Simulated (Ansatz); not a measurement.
**Pd: response to strain**

Take Pd in the fcc (Cu type) structure (space group Fm-3m, No. 225; relaxed with 0.1 eV smearing) as the base.

```
Pd
1.0
    0.00000     1.97275     1.97275
    1.97275     0.00000     1.97275
    1.97275     1.97275     0.00000
Pd
1
Direct
  0.00000   0.00000   0.00000
```

Strains are applied to the cell and any free atomic positions relax.

Computed with PBE (Ansatz, a program for electronic structure; PAW; 420 eV plane waves; without spin-orbit coupling).

Notes on the quantities. energy relative to the base: free energy F.

```
variant                   energy relative to the base  volume per atom  pressure
------------------------  ---------------------------  ---------------  --------
base                                       0 meV/atom         15.35 Å³   0.0 GPa
isotropic strain −3.00 %                 +74 meV/atom         14.01 Å³  19.5 GPa
isotropic strain −2.50 %                 +50 meV/atom         14.23 Å³  15.6 GPa
isotropic strain −2.00 %                 +31 meV/atom         14.45 Å³  11.9 GPa
isotropic strain −1.00 %                +7.5 meV/atom         14.90 Å³   5.4 GPa
isotropic strain +0.50 %                +1.8 meV/atom         15.59 Å³  -2.4 GPa
isotropic strain +1.00 %                +6.9 meV/atom         15.82 Å³  -4.6 GPa
isotropic strain +1.50 %                 +15 meV/atom         16.06 Å³  -6.6 GPa
isotropic strain +2.00 %                 +26 meV/atom         16.29 Å³  -8.4 GPa
isotropic strain +3.00 %                            …         16.78 Å³         …
```

Q: Complete the table.

A: 
- isotropic strain +3.00 %, energy relative to the base: +56 meV/atom
- isotropic strain +3.00 %, pressure: -11.5 GPa

Whether these cells are dynamically stable was not tested. All final runs are without spin polarisation. Pd lies near a magnetic instability that expansion can trigger; it was not tested.
